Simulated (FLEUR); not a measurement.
## Equation of state of wurtzite GaN (space group 186): energy against volume (FLEUR, PBE)

```xyz
4
Lattice="3.1333 0.0000 0.0000 -1.5666 2.7135 0.0000 0.0000 0.0000 5.0977" Properties=species:S:1:pos:R:3 pbc="T T T"
Ga     0.0000     1.8090     0.0000
Ga     1.5666     0.9045     2.5489
N      0.0000     1.8090     1.9218
N      1.5666     0.9045     4.4707
```

Method of the run: PBE, all-electron FLAPW (FLEUR), scalar-relativistic valence run with FLEUR. Settings: Kmax = 5.36 1/bohr; GmaxXC = 21.4 1/bohr; xcFunctional = pbe; jspins = 1; l_soc = F; mode = hist; fermiSmearingEnergy = 0.00036749 Htr; mesh (inpgen div1-3) = 12 12 6; inpgen gamma flag = true; Gmax = 21.4 1/bohr; numbands = 0; maxIterBroyd = 15; imix = Anderson; alpha = 0.05; precondParam = 0; minDistance = 1e-05 me/bohr^3. The cell above is the first row's. The rows scale it uniformly. In all rows fractional positions and the k mesh are held. E is the free energy at the stated smearing, counted from the lowest row.

```csv
V (Å^3/atom),E (meV/atom)
10.835,50.90
11.071,28.29
11.306,12.72
11.542,3.47
11.778,0.00
12.013,1.65
12.249,7.88
12.484,?
```

Fit E of the 7 rows that show it with the third-order Birch-Murnaghan form, a cubic in V^(-2/3). With u = V^(-2/3) - 0.196, the rows have u = 0.008227, 0.005315, 0.002515, -0.000200, -0.002824, -0.005352, -0.007809. Least squares gives E = 3.984 + 2503.14·u + 386814·u² + 277084·u³. Residuals (row less fit): -0.013, 0.033, -0.010, -0.029, 0.006, 0.025, -0.013; standard error 0.032 (degrees of freedom: 3). Its minimum lies at u = -0.003247, so V0 = (0.192753)^(-3/2) = 11.82. There d²E/du² = 768200 and d³E/du³ = 1663000, so B0 = (4/9) × 11.82^(-7/3) × 768200 × 0.160218 = 172 GPa (the last factor turns the table's units into GPa), and B0' = 4 + (2/3) × 0.192753 × (1663000)/768200 = 4.3.

Predict the withheld E at V = 12.484 from the fit, and compare with the calculation.

u = -0.010178, so E = 3.984 + 2503.14 × (-0.010178) + 386814 × (-0.010178)² + 277084 × (-0.010178)³ = 18.286 meV/atom. The calculation gives 18.18 meV/atom, 0.106 meV/atom below the prediction (0.2 % of the range of E in the table). The row lies outside the fitted rows, so this is an extrapolation. From the scatter of the fitted rows alone, a prediction at this place has a standard error of 0.089 meV/atom, so the miss is 1.2 times that.

Carrying the step between the two nearest rows on in a straight line would have given 14.08, off by 4.10; series whose last step already gives the withheld value aren't shown. The scan was laid around a cell of about the measured size, scaled by a guess for this functional; axis ratios and inner coordinates come from that cell. The runs keep the symmetry of the cell, so they don't test it for distortions. Values depend on the basis (sphere radii, cutoffs, local orbitals), which need not be converged. The shape of the cell and the inner coordinates aren't relaxed, so V0 and B0 belong to this uniform scaling; a relaxed crystal lies no higher in energy and is usually softer. 1 of the planned runs didn't end soundly and are left out. Cutoffs and mesh are single choices, not tested for convergence of this quantity. Series with a scatter that would blur these digits, or in which a gap closes, are not shown. Nor are scans whose minimum lies at an end fitted in this form.
